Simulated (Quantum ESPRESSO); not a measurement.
Quantum ESPRESSO 7.5, DFT, PBE, plane waves, PseudoDojo 0.5 standard norm-conserving PBE (local tails restored to the Coulomb form): bcc Li, 1 atom. Basis and mesh were picked for this test and aren't claimed converged.

cell: 3.04, 3.04, 3.04 Å; 109.5, 109.5, 109.5°
task: scf
k mesh: 16×16×16
ecutwfc: 74 Ry
ecutrho: 296 Ry
occupations: smearing
smearing: mv
degauss: 0.02 Ry
conv_thr: 1e-09 Ry
tprnfor: true
tstress: false
k-point pools (-nk): 24
diagonalization: david (default)
mixing_mode: plain (default)
mixing_beta: 0.7 (default)
mixing_ndim: 8 (default)
k-points computed: 145
bands: 6
electrons: 3
G-vectors of the density: 12527
FFT grid: 32×32×32
symmetry operations: 48

Machine: one whole node, AMD EPYC (Zen 5), 96 cores on 1 socket, no SMT, 12 L3 cache groups.

Run on 24 ranks × 4 threads, 4 BLAS threads, it takes 6.7 s from launch to exit:

```bash
OMP_NUM_THREADS=4 mpirun -np 24 pw.x -nk 24 -in pw.in
```

From its output:

```
     Parallel version (MPI & OpenMP), running on      96 processor cores
     Number of MPI processes:                24
     Threads/MPI process:                     4
     K-points division:     npool     =      24
     Subspace diagonalization in iterative solution of the eigenvalue problem:
     a serial algorithm will be used
     Using Slab Decomposition
     number of atoms/cell      =            1
     number of electrons       =         3.00
     number of Kohn-Sham states=            6
     kinetic-energy cutoff     =      74.0000  Ry
     charge density cutoff     =     296.0000  Ry
     scf convergence threshold =      1.0E-09
     mixing beta               =       0.7000
     number of iterations used =            8  plain     mixing
     48 Sym. Ops., with inversion, found
     number of k points=   145  Marzari-Vanderbilt smearing, width (Ry)=  0.0200
     Dense  grid:    12527 G-vectors     FFT dimensions: (  32,  32,  32)
     Estimated max dynamical RAM per process >       9.78 MB
     Estimated total dynamical RAM >     164.28 MB
...
     init_run     :      0.87s CPU      0.36s WALL (       1 calls)
     electrons    :     16.44s CPU      5.18s WALL (       1 calls)
     forces       :      0.02s CPU      0.01s WALL (       1 calls)

     Called by init_run:
     wfcinit      :      0.43s CPU      0.14s WALL (       1 calls)
     potinit      :      0.05s CPU      0.03s WALL (       1 calls)
     hinit0       :      0.37s CPU      0.18s WALL (       1 calls)

     Called by electrons:
     c_bands      :     14.68s CPU      4.66s WALL (       5 calls)
     sum_band     :      1.52s CPU      0.45s WALL (       5 calls)
     v_of_rho     :      0.20s CPU      0.05s WALL (       5 calls)
     mix_rho      :      0.01s CPU      0.00s WALL (       5 calls)

     Called by c_bands:
     init_us_2    :      0.03s CPU      0.01s WALL (      84 calls)
     cegterg      :      8.70s CPU      2.19s WALL (      35 calls)

     Called by *egterg:
     cdiaghg      :      0.01s CPU      0.00s WALL (     147 calls)
     h_psi        :      7.24s CPU      1.86s WALL (     161 calls)
     g_psi        :      0.00s CPU      0.00s WALL (     119 calls)

     Called by h_psi:
     h_psi:calbec :      0.27s CPU      0.07s WALL (     161 calls)
     vloc_psi     :      6.02s CPU      1.56s WALL (     161 calls)
     add_vuspsi   :      0.46s CPU      0.11s WALL (     161 calls)

     General routines
     calbec       :      0.28s CPU      0.07s WALL (     189 calls)
     fft          :      0.43s CPU      0.19s WALL (      52 calls)
     ffts         :      0.13s CPU      0.03s WALL (       5 calls)
     fftw         :      5.70s CPU      1.49s WALL (    1562 calls)

     Parallel routines

     PWSCF        :     17.49s CPU      5.59s WALL
```

Times are wall-clock medians of two to five runs, from launch to exit, with nothing else on the machine. Unless noted, each process is bound to its own block of adjacent cores. The times hold for this build (conda-forge: Open MPI 5.0, OpenMP, OpenBLAS 0.3.34 (pthreads), FFTW, ScaLAPACK, ELPA). Scratch files lie in a memory file system. This build's BLAS runs threads of its own beside OpenMP's, on the same cores; «BLAS threads» counts them.

Problem. Read the timing block: which change would cut the largest part, on the same cores and with the result kept within 1.0 meV/atom in energy?

Solution. The largest part is the rest of the band solver (c_bands and wfcinit less FFTs, projectors and diagonalisation: overlaps, rotations, waiting), 45 % of the time from launch to exit. One change that relieves it (others may too): going from 24 ranks × 4 threads, 4 BLAS threads to 48 ranks × 2 threads, 1 BLAS thread, the fastest among the values tried that keep the result: 6.7 s to 0.95 s (7.1× as fast). The largest move is in the rest of the band solver (c_bands and wfcinit less FFTs, projectors and diagonalisation: overlaps, rotations, waiting): 3.1 s to 0.050 s. The BLAS threads cost time here: 24 ranks × 4 threads, 4 BLAS threads takes 6.7 s and 390 core-seconds of CPU time, the same layout with one BLAS thread 1.2 s and 54. These two results differ by: energy equal as printed. Others tried: 24 ranks × 4 threads, 1 BLAS thread, -nk 24 (1.2 s); 96 ranks (1.2 s); 12 ranks × 8 threads, 1 BLAS thread, -nk 12 (1.4 s); 6 ranks × 16 threads, 1 BLAS thread, -nk 6 (2.1 s); 48 ranks × 2 threads, 2 BLAS threads, -nk 24 (2.5 s); 12 ranks × 8 threads, 8 BLAS threads, -nk 12 (9.5 s); 6 ranks × 16 threads, 16 BLAS threads, -nk 6 (16 s); 1 rank × 96 threads, 1 BLAS thread, -nk 1 (16 s). Repeats scatter by up to 26 %. Launch, exit and the like take 0.62 s of the 0.95 s. 1 further setting of this study gave no repeated timing (cut by our limit, run once, or disturbed).
